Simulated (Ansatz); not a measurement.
**WTe2 (space group P4_2/mnm, No. 136; a hypothetical phase, not in the database extracts checked)**

WTe2 has the tetragonal space group P4₂/mnm (No. 136), Pearson symbol tP6. Cell: a = b = 6.651 Å, c = 3.676 Å, α = β = γ = 90.00°. W on 2a is coordinated by 6 Te at 2.700–2.718 Å (octahedral). Te on 4g is surrounded by 3 W at 2.700–2.718 Å. (Neighbours: up to the widest gap in distance over summed covalent radii, below 1.35, at either atom; cation-cation and far metal-metal contacts left out.)

Computed with PBE (Ansatz, a program for electronic structure, PAW, scalar-relativistic without spin-orbit coupling). k-mesh 7×7×13 (Γ-centred); smearing 0.05 eV (Fermi–Dirac).

```json
{
 "volume_per_atom": "27.11 Å³",
 "density": "8.97 g/cm³",
 "band_gap": "zero",
 "total_energy": "-8114.570 eV/atom (σ→0; compares only within this code and set-up)"
}
```

Whether these cells are dynamically stable was not tested. All final runs are without spin polarisation. WTe2 has a high density of states at the Fermi level and may be magnetic at this level.
